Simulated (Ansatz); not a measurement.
Method: PBE (plane waves to 420 eV, PAW; Ansatz, a program for electronic structure).

Host crystal: zinc-blende GaAs, with a band gap (PBE, scalar-relativistic without spin-orbit coupling).

Planar average of the electrostatic potential across the slab, in eV from the Fermi level, for NH2 on the 1x1 (110) surface of zinc-blende GaAs (cut with top plane As + Ga), one in a 2x1 cell, started at the site 'bridge As-Ga (span 5.0 Å)':

```csv
z (Å),V (eV)
5.16,5.03
5.44,5.03
5.73,5.03
6.02,5.03
6.30,5.03
6.59,5.02
6.88,5.01
7.16,4.99
7.45,4.94
7.73,4.84
8.02,4.60
8.31,4.08
8.59,2.87
8.88,1.37
9.17,0.67
9.45,-0.37
9.74,-1.77
10.03,-2.44
10.31,-1.67
10.60,-0.97
10.89,-1.65
11.17,-2.72
11.46,-2.81
11.74,-2.46
12.03,-2.22
12.32,-1.27
12.60,0.49
12.89,0.24
13.18,-1.53
13.46,-2.17
13.75,-2.18
14.04,-2.23
14.32,-1.55
14.61,0.29
14.90,0.56
15.18,-1.18
15.47,-2.07
15.76,-2.23
16.04,-2.46
16.33,-2.19
16.61,-0.77
16.90,-0.01
17.19,-1.19
17.47,-2.20
17.76,-1.82
18.05,-0.93
18.33,-0.15
18.62,0.83
18.91,1.82
19.19,2.12
19.48,2.96
19.77,4.08
20.05,4.30
20.34,4.39
20.62,4.69
20.91,4.78
21.20,4.81
21.48,4.83
21.77,4.83
22.06,4.83
22.34,4.83
22.63,4.83
22.92,4.83
23.20,4.83
23.49,4.83
23.78,4.83
24.06,4.83
24.35,4.83
24.64,4.83
```

Model: 23-atom slab, 8.6 Å thick at the start under the adsorbate (thin: gaps and levels are the slab's own), 3x4x1 mesh, Fermi-Dirac 0.01 eV, dipole correction, 8 atoms held, the rest relaxed; no symmetry held; spin-polarised, ending with about 0.8 μB a cell, a value that depends on the mesh; orders that need a larger cell were not tried, no spin-orbit, no U, no dispersion correction. The slab shows no gap over 0.04 eV on its mesh. At the end it is bonded to Ga. In PBE it is, or lies within 0.03 eV of, the lowest of the starts that converged.

The vacuum level lies 4.83 eV above the Fermi level over the top face and 5.03 eV above it under the bottom face.
